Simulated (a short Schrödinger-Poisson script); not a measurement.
## MOS inversion layer, SiO2 on p-type Ge(111)

Stack: MOS inversion layer, SiO2 on p-type Ge(111), at 300 K.

| layer | material | thickness (nm) | Na (cm⁻³) |
|---|---|---|---|
| 1 | SiO2 | 3.4 | - |
| 2 | Ge | 480 | 7.3e17 |

The device is made up for the run: typed textbook-type constants, with dimensions and the other settings drawn at random. SiO2: permittivity 3.9, conduction-band edge (eV) 3.1, gap (eV) 9, electron mass (mₑ) 0.5. Ge: permittivity 16, conduction-band edge (eV) 0, gap (eV) 0.664, Nv at 300 K (cm⁻³) 6e18.

Channel valleys (confinement mass, in-plane density-of-states mass, number): L1 1.59, 0.08, 1; L3 0.09, 0.34, 3. At the gate the conduction-band edge of layer 1 lies 3.17 eV − eVg above the Fermi level of the channel; the field vanishes at the back. Gaps are held at their typed values at every temperature. Mesh 0.03 nm at interfaces.

From a short Schrödinger-Poisson script (our own, NumPy): 1D Poisson equation in equilibrium, electrons quantum, Hartree (BenDaniel-Duke, 12 states a valley, the channel's in-plane mass for all, wave functions free to enter the dielectric), parabolic valleys, classical holes, full ionisation, no traps, pinning or gate leakage.

```tsv
Vg (V)	electrons (cm⁻²)	C (μF/cm²)	L1 E0 (meV)	L1 E1 (meV)	L3 E0 (meV)	L3 E1 (meV)
0.15	1.77e7	0.334	301.5	340.3	367.1	458.3
0.3	6.79e8	0.306	203.6	246.6	275.6	379.0
0.45	2.82e10	0.354	104.5	151.1	181.9	295.5
0.6	3.45e11	0.663	36.1	86.2	118.2	238.6
0.75	9.78e11	0.793	4.0	57.6	90.6	214.8
0.9	1.72e12	0.839	-16.2	41.1	74.7	202.0
1.05	2.50e12	0.862	-31.7	29.4	63.6	193.7
1.2	3.30e12	0.876	-44.7	20.2	54.9	187.7
1.35	4.12e12	0.886	-56.2	12.5	47.7	183.2
1.5	4.95e12	0.894	-66.6	5.9	41.5	179.6
1.65	5.78e12	0.900	-76.3	0.1	36.1	176.7
1.8	6.62e12	0.905	-85.3	-5.1	31.2	174.4
1.95	7.47e12	0.909	-93.8	-9.8	26.8	172.5
2.1	8.33e12	0.913	-101.9	-14.1	22.7	170.9
2.25	9.18e12	0.916	-109.6	-18.1	18.9	169.6
2.4	1.00e13	0.919	-117.1	-21.8	15.4	168.5
2.55	1.09e13	0.922	-124.2	-25.3	12.0	167.6
2.7	1.18e13	0.925	-131.1	-28.6	8.9	166.8
```

Gate voltages with under 1e6 electrons/cm² are left out.

Subbands count from the Fermi level.

Only the L valleys are kept; under strong confinement the Δ valleys of Ge fill too.
